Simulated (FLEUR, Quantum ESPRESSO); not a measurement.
A Quantum ESPRESSO input for a self-consistent single point of Sr2SeS (R-3m, 4 atoms in the cell) (DFT, PBEsol, plane waves, GBRV 1.5 ultrasoft (PBESOL) pseudopotentials):

```fortran
&CONTROL
  calculation = 'scf'
  prefix = 'Sr2SeS'
  outdir = './tmp'
  pseudo_dir = './'
  tprnfor = .true.
  tstress = .true.
/
&SYSTEM
  ibrav = 0
  nat = 4
  ntyp = 3
  ecutwfc = 40
  ecutrho = 200
  occupations = 'smearing'
  smearing = 'fermi-dirac'
  degauss = 0.0036749
/
&ELECTRONS
  conv_thr = 1.0d-8
  mixing_beta = 0.7
/
ATOMIC_SPECIES
Sr    87.6200  sr_pbesol_v1.uspp.F.UPF
Se    78.9710  se_pbesol_v1.uspp.F.UPF
S     32.0600  s_pbesol_v1.4.uspp.F.UPF
ATOMIC_POSITIONS {crystal}
Sr    0.2471800000    0.2471800000    0.2471800000
Sr    0.7528200000    0.7528200000    0.7528200000
Se    0.0000000000    0.0000000000    0.0000000000
S     0.5000000000    0.5000000000    0.5000000000
K_POINTS {automatic}
5 5 5  0 0 0
CELL_PARAMETERS {bohr}
   4.0854259707     2.3587217840    13.3586062558
  -4.0854259707     2.3587217840    13.3586062558
   0.0000000000    -4.7174435679    13.3586062558
```

### Question
Give the FLEUR input for the same structure, mesh, smearing and functional.

### Answer
One input that does it (others would too):

Input of the input generator:

```
scf Sr2SeS
&input film=f /
0.2883742517 0.1664929518 0.9429318045
-0.2883742517 0.1664929518 0.9429318045
-0.0000000000 -0.3329859037 0.9429318045
14.1670969120
1.0 1.0 1.0

4
38 0.2471800000 0.2471800000 0.2471800000
38 0.7528200000 0.7528200000 0.7528200000
34 -0.0000000000 -0.0000000000 -0.0000000000
16 0.5000000000 0.5000000000 0.5000000000

&comp jspins=1 /
&exco xctyp='PBEs' /
&kpt div1=5 div2=5 div3=5 /
&end /
```

```xml
<?xml version="1.0" encoding="UTF-8" standalone="no"?>
<fleurInput fleurInputVersion="0.39">
   <comment>
      scf Sr2SeS                                                                                          
   </comment>
   <calculationSetup>
      <cutoffs Kmax="3.8" Gmax="11.4" GmaxXC="11.4" numbands="0"/>
      <scfLoop itmax="100" minDistance="0.00001" maxIterBroyd="99" imix="Anderson" alpha="0.05" precondParam="0.0" spinf="2.0"/>
      <coreElectrons ctail="T" frcor="F" kcrel="0" coretail_lmax="0"/>
      <xcFunctional name="PBEs" relativisticCorrections="F"/>
      <magnetism jspins="1"/>
      <soc l_soc="F" theta="0.0" phi="0.0" spav="F"/>
      <expertModes spex="0" secvar="F"/>
      <geometryOptimization l_f="T" forcealpha="1.0" forcemix="BFGS" epsdisp="0.00001" epsforce="0.00001"/>
      <ldaU l_linMix="F" mixParam="0.05" spinf="1.0"/>
   </calculationSetup>
   <cell>
      <bzIntegration valenceElectrons="42.0" mode="hist" fermiSmearingEnergy="0.00183747">
         <kPointListSelection listName="default-1"/>
         <!-- k-points included here -->
         <xi:include xmlns:xi="http://www.w3.org/2001/XInclude" href="kpts.xml"> </xi:include>
      </bzIntegration>
      <!-- symmetry operations included here -->
      <xi:include xmlns:xi="http://www.w3.org/2001/XInclude" href="sym.xml"> </xi:include>
      <bulkLattice scale="1.0">
         <bravaisMatrix>
            <row-1>    4.0854259707593803     2.3587217833155449    13.3586062557585379</row-1>
            <row-2>   -4.0854259707593803     2.3587217833155449    13.3586062557585379</row-2>
            <row-3>    0.0000000000000000    -4.7174435680477993    13.3586062557585379</row-3>
         </bravaisMatrix>
      </bulkLattice>
   </cell>
   <atomSpecies>
      <species name="Strontium (Sr)" element="Sr" atomicNumber="38">
         <mtSphere radius="2.68" gridPoints="925" logIncrement="0.014"/>
         <atomicCutoffs lmax="10" lnonsphr="8"/>
         <electronConfig flipSpins="F">
            <coreConfig>(1s1/2) (2s1/2) (2p1/2) (2p3/2) (3s1/2) (3p1/2) (3p3/2) (3d3/2) (3d5/2)</coreConfig>
            <valenceConfig>(4s1/2) (4p1/2) (4p3/2) (5s1/2)</valenceConfig>
         </electronConfig>
         <energyParameters s="5" p="5" d="4" f="4"/>
         <lo type="SCLO" l="0" n="4" eDeriv="0"/>
         <lo type="SCLO" l="1" n="4" eDeriv="0"/>
      </species>
      <species name="Selenium (Se)" element="Se" atomicNumber="34">
         <mtSphere radius="2.68" gridPoints="925" logIncrement="0.014"/>
         <atomicCutoffs lmax="10" lnonsphr="8"/>
         <electronConfig flipSpins="F">
            <coreConfig>(1s1/2) (2s1/2) (2p1/2) (2p3/2) (3s1/2) (3p1/2) (3p3/2)</coreConfig>
            <valenceConfig>(4s1/2) (3d3/2) (3d5/2) (4p1/2) (4p3/2)</valenceConfig>
            <stateOccupation state="(4p1/2)" spinUp="0.6666666666667" spinDown="0.6666666666667"/>
            <stateOccupation state="(4p3/2)" spinUp="1.3333333333333" spinDown="1.3333333333333"/>
         </electronConfig>
         <energyParameters s="4" p="4" d="3" f="4"/>
         <lo type="HELO" l="2" n="4" eDeriv="0"/>
      </species>
      <species name="Sulfur (S)" element="S" atomicNumber="16">
         <mtSphere radius="2.15" gridPoints="741" logIncrement="0.016"/>
         <atomicCutoffs lmax="8" lnonsphr="6"/>
         <electronConfig flipSpins="F">
            <coreConfig>(1s1/2) (2s1/2) (2p1/2) (2p3/2)</coreConfig>
            <valenceConfig>(3s1/2) (3p1/2) (3p3/2)</valenceConfig>
            <stateOccupation state="(3p1/2)" spinUp="0.6666666666667" spinDown="0.6666666666667"/>
            <stateOccupation state="(3p3/2)" spinUp="1.3333333333333" spinDown="1.3333333333333"/>
         </electronConfig>
         <energyParameters s="3" p="3" d="3" f="4"/>
      </species>
   </atomSpecies>
   <atomGroups>
      <atomGroup species="Strontium (Sr)">
         <relPos label="                   1">.2471800000 .2471800000 .2471800000</relPos>
         <relPos label="                   2">-.2471800000 -.2471800000 -.2471800000</relPos>
         <force calculate="T" relaxXYZ="TTT"/>
      </atomGroup>
      <atomGroup species="Selenium (Se)">
         <relPos label="                   3">.0000000000 .0000000000 .0000000000</relPos>
         <force calculate="T" relaxXYZ="TTT"/>
      </atomGroup>
      <atomGroup species="Sulfur (S)">
         <relPos label="                   4">1.000/2.000 1.000/2.000 1.000/2.000</relPos>
         <force calculate="T" relaxXYZ="TTT"/>
      </atomGroup>
   </atomGroups>
   <output dos="F" band="F" slice="F">
      <checks vchk="F" cdinf="F"/>
      <bandDOS minEnergy="-.5*Htr" maxEnergy="0.5*Htr" sigma="0.015" storeEVData="T"/>
      <vacuumDOS vacdos="F" integ="F" star="F" nstars="0" locx1="0.0" locy1="0.0" locx2="0.0" locy2="0.0" nstm="0" tworkf="0.0"/>
      <unfoldingBand unfoldBand="F" supercellX="1" supercellY="1" supercellZ="1"/>
      <plotting iplot="0" polar="F">
         <plot TwoD="T" vec1="  1.0  0.0  0.0" vec2="  0.0  1.0  0.0" vec3="  0.0  0.0  1.0" zero="  0.0  0.0  0.0" file="plot"/>
      </plotting>
      <chargeDensitySlicing numkpt="0" minEigenval="0.0" maxEigenval="0.0" nnne="0" pallst="F"/>
      <specialOutput eonly="F"/>
      <magneticCircularDichroism mcd="F" energyLo="-10.0" energyUp="0.0"/>
   </output>
  <!-- We include the file relax.xml here to enable relaxations (see documentation) -->
  <xi:include xmlns:xi="http://www.w3.org/2001/XInclude" href="relax.xml"> <xi:fallback/> </xi:include>
</fleurInput>
```

Basis settings and potentials, where a program has them, do not carry over. This input uses DFT, PBEsol, all-electron FLAPW (FLEUR), scalar-relativistic valence. Both were run: gap on the mesh 2.257 eV in Quantum ESPRESSO and 2.317 in FLEUR.

On Quantum ESPRESSO: the starting cell comes from a database of computed structures (which also holds hypothetical and non-ambient phases and stackings), without a prior relaxation at this level. Its lattice was rescaled by a random factor within 2.5 % of one. For this run, on top of that: lattice scaled by 0.98.

On FLEUR: the starting cell comes from a database of computed structures (which also holds hypothetical and non-ambient phases and stackings), without a prior relaxation at this level. Its lattice was rescaled by a random factor within 2.5 % of one. For this run, on top of that: lattice scaled by 0.98. Values depend on the basis (sphere radii, cutoffs, local orbitals), which need not be converged.
